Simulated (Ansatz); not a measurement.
The starting structures come from a database of crystals and need not be the phases stable at ambient conditions.

**Evanescent states of MgSnO3 (R-3, not sure to be the ambient phase, 10 atoms a cell, 11.3 Å³ an atom) along the normal of (001)**

The numbers are results of PBEsol (plane waves, PAW; Ansatz, a first-principles code), not measurements.

The gap is the functional's own, uncorrected, and κ follows it; spin-orbit coupling is left out. Mid-gap values are interpolated between the computed energies.

Energies count from the valence-band top; κ is the least over a 12×12 mesh across the current.

```
E (eV)  κ (1/Å)  where
------  -------  -----
0.07      0.135      Γ
0.21      0.162      Γ
0.35      0.183      Γ
0.49      0.199      Γ
0.63      0.211      Γ
0.77      0.221      Γ
0.91      0.228      Γ
1.05      0.233      Γ
1.19      0.235      Γ
1.33      0.236      Γ
1.47      0.234      Γ
1.61      0.231      Γ
1.75      0.225      Γ
1.89      0.217      Γ
2.03      0.207      Γ
2.17      0.193      Γ
2.31      0.175      Γ
2.45      0.152      Γ
2.59      0.121      Γ
2.73      0.069      Γ
```

**Question.** How thick must the barrier be to attenuate the transmission by 10^8 when the electrodes' Fermi level lies at 2.59 eV, and what attenuation does that film give at 0.91 eV?

**Answer.** d = 8 ln 10 / (2 × 0.121) = 76.1 Å. At 0.91 eV it gives 8 × 0.228/0.121 = 15.1 decades.
